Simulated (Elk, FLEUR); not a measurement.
A FLEUR input for a self-consistent single point of Na (Im-3m, 1 atom in the cell) (DFT, PBE, all-electron FLAPW (FLEUR), scalar-relativistic valence):

Input of the input generator:

```
scf Na
&input film=f /
-3.9446143125 3.9446143125 3.9446143125
3.9446143125 -3.9446143125 3.9446143125
3.9446143125 3.9446143125 -3.9446143125
1.0
1.0 1.0 1.0

1
11 0.0000000000 0.0000000000 0.0000000000

&comp jspins=1 /
&kpt div1=9 div2=9 div3=9 /
&end /
```

```xml
<?xml version="1.0" encoding="UTF-8" standalone="no"?>
<fleurInput fleurInputVersion="0.39">
   <comment>
      scf Na                                                                                              
   </comment>
   <calculationSetup>
      <cutoffs Kmax="3.8" Gmax="13.3" GmaxXC="13.3" numbands="0"/>
      <scfLoop itmax="60" minDistance="0.00001" maxIterBroyd="15" imix="Anderson" alpha="0.05" precondParam="0.0" spinf="2.0"/>
      <coreElectrons ctail="T" frcor="F" kcrel="0" coretail_lmax="0"/>
      <xcFunctional name="pbe" relativisticCorrections="F"/>
      <magnetism jspins="1"/>
      <soc l_soc="F" theta="0.0" phi="0.0" spav="F"/>
      <expertModes spex="0" secvar="F"/>
      <geometryOptimization l_f="T" forcealpha="1.0" forcemix="BFGS" epsdisp="0.00001" epsforce="0.00001"/>
      <ldaU l_linMix="F" mixParam="0.05" spinf="1.0"/>
   </calculationSetup>
   <cell>
      <bzIntegration valenceElectrons="9.0" mode="hist" fermiSmearingEnergy="0.00367493">
         <kPointListSelection listName="default-1"/>
         <!-- k-points included here -->
         <xi:include xmlns:xi="http://www.w3.org/2001/XInclude" href="kpts.xml"> </xi:include>
      </bzIntegration>
      <!-- symmetry operations included here -->
      <xi:include xmlns:xi="http://www.w3.org/2001/XInclude" href="sym.xml"> </xi:include>
      <bulkLattice scale="1.0">
         <bravaisMatrix>
            <row-1>   -3.9446143125000002     3.9446143125000002     3.9446143125000002</row-1>
            <row-2>    3.9446143125000002    -3.9446143125000002     3.9446143125000002</row-2>
            <row-3>    3.9446143125000002     3.9446143125000002    -3.9446143125000002</row-3>
         </bravaisMatrix>
      </bulkLattice>
   </cell>
   <atomSpecies>
      <species name="Sodium (Na)" element="Na" atomicNumber="11">
         <mtSphere radius="2.68" gridPoints="925" logIncrement="0.012"/>
         <atomicCutoffs lmax="10" lnonsphr="8"/>
         <electronConfig flipSpins="F">
            <coreConfig>(1s1/2)</coreConfig>
            <valenceConfig>(2s1/2) (2p1/2) (2p3/2) (3s1/2)</valenceConfig>
            <stateOccupation state="(3s1/2)" spinUp="0.5" spinDown="0.5"/>
         </electronConfig>
         <energyParameters s="3" p="3" d="3" f="4"/>
         <lo type="SCLO" l="0" n="2" eDeriv="0"/>
         <lo type="SCLO" l="1" n="2" eDeriv="0"/>
      </species>
   </atomSpecies>
   <atomGroups>
      <atomGroup species="Sodium (Na)">
         <relPos label="                   1">.0000000000 .0000000000 .0000000000</relPos>
         <force calculate="T" relaxXYZ="TTT"/>
      </atomGroup>
   </atomGroups>
   <output dos="F" band="F" slice="F">
      <checks vchk="F" cdinf="F"/>
      <bandDOS minEnergy="-.5*Htr" maxEnergy="0.5*Htr" sigma="0.015" storeEVData="T"/>
      <vacuumDOS vacdos="F" integ="F" star="F" nstars="0" locx1="0.0" locy1="0.0" locx2="0.0" locy2="0.0" nstm="0" tworkf="0.0"/>
      <unfoldingBand unfoldBand="F" supercellX="1" supercellY="1" supercellZ="1"/>
      <plotting iplot="0" polar="F">
         <plot TwoD="T" vec1="  1.0  0.0  0.0" vec2="  0.0  1.0  0.0" vec3="  0.0  0.0  1.0" zero="  0.0  0.0  0.0" file="plot"/>
      </plotting>
      <chargeDensitySlicing numkpt="0" minEigenval="0.0" maxEigenval="0.0" nnne="0" pallst="F"/>
      <specialOutput eonly="F"/>
      <magneticCircularDichroism mcd="F" energyLo="-10.0" energyUp="0.0"/>
   </output>
  <!-- We include the file relax.xml here to enable relaxations (see documentation) -->
  <xi:include xmlns:xi="http://www.w3.org/2001/XInclude" href="relax.xml"> <xi:fallback/> </xi:include>
</fleurInput>
```

### Question
Translate this input to Elk.

### Answer
This is the input that was run; spellings and numerical settings could be chosen otherwise.

```
tasks
  0

xctype
  20

rgkmax
  7.5

gmaxvr
  16.0

nxoapwlo
  1

swidth
  0.00367493

maxscl
  100

avec
   -3.9446143125    3.9446143125    3.9446143125
    3.9446143125   -3.9446143125    3.9446143125
    3.9446143125    3.9446143125   -3.9446143125

atoms
  1
  'Na.in'
  1
  0.0000000000  0.0000000000  0.0000000000    0.0 0.0 0.0

ngridk
  9 9 9
```

Basis, cutoffs, solver keys and any potentials are the target program's own. This input uses DFT, PBE, all-electron FP-LAPW, Elk's shipped species files, LAPW+lo basis.

The starting cell has typed, rounded lattice constants, without a prior relaxation at this level. For this run, on top of that: lattice scaled by 0.98.
